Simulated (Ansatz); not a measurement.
Consider interstitial H in zinc-blende AlP with all lengths changed by +1 %, charge state +1. Computed with PBE, PAW (plane waves to 420 eV; Ansatz, a quantum-chemistry and plane-wave program).

64-site cell at the strained lattice (strain from the relaxed PBE one, atoms relaxed), a 2×2×2 k-point mesh shifted by half a step, smearing 0.01 eV, spin-restricted, no finite-size correction. No zero-point or tunnelling terms. The charge state is imposed; whether it is stable for some Fermi level was not computed. Sites that were not tried may lie lower.

Barriers: single points on a 3×3×3 k-point mesh shifted by half a step at the bands' geometries.

The step: several atoms move together, H the farthest. Atoms about the jump, Cartesian Å from the middle of the jump, before and after:

| atom | x0 | y0 | z0 | x1 | y1 | z1 |
|---|---|---|---|---|---|---|
| H1 | -0.60 | 0.00 | 0.60 | 0.60 | 0.00 | -0.60 |
| P2 | 0.21 | 0.85 | -0.24 | -0.24 | 0.85 | 0.21 |
| Al3 | 1.46 | -0.79 | -1.50 | 1.70 | -1.09 | -1.74 |
| Al4 | -1.74 | -1.09 | 1.70 | -1.50 | -0.79 | 1.46 |
| P5 | 2.77 | -2.15 | -0.01 | 2.81 | -2.20 | 0.00 |
| P6 | 0.00 | -2.20 | 2.81 | -0.01 | -2.15 | 2.77 |
| P7 | -0.02 | -2.15 | -2.80 | -0.04 | -2.20 | -2.85 |
| P8 | -2.85 | -2.20 | -0.04 | -2.80 | -2.15 | -0.02 |
| Al9 | 1.38 | -3.56 | 1.36 | 1.36 | -3.56 | 1.38 |
| Al10 | -1.39 | -3.56 | -1.41 | -1.41 | -3.56 | -1.39 |
| Al11 | 1.46 | 2.11 | 1.41 | 1.41 | 2.11 | 1.46 |
| Al12 | -1.45 | 2.10 | -1.49 | -1.49 | 2.10 | -1.45 |

Task: Where do these atoms stand at the saddle point, and how high is it?

Result: 
| atom | x | y | z |
|---|---|---|---|
| H1 | -0.01 | -0.73 | -0.02 |
| P2 | -0.01 | 0.73 | -0.02 |
| Al3 | 1.51 | -0.79 | -1.55 |
| Al4 | -1.54 | -0.79 | 1.50 |
| P5 | 2.77 | -2.14 | -0.03 |
| P6 | -0.02 | -2.14 | 2.76 |
| P7 | -0.01 | -2.14 | -2.81 |
| P8 | -2.80 | -2.14 | -0.02 |
| Al9 | 1.37 | -3.53 | 1.36 |
| Al10 | -1.40 | -3.53 | -1.40 |
| Al11 | 1.47 | 2.04 | 1.46 |
| Al12 | -1.50 | 2.04 | -1.51 |
It lies 0.29 eV above the start and 0.29 eV above the end. The saddle point's order was not checked, and it lies on a symmetry element of the cell, where a band can be held.
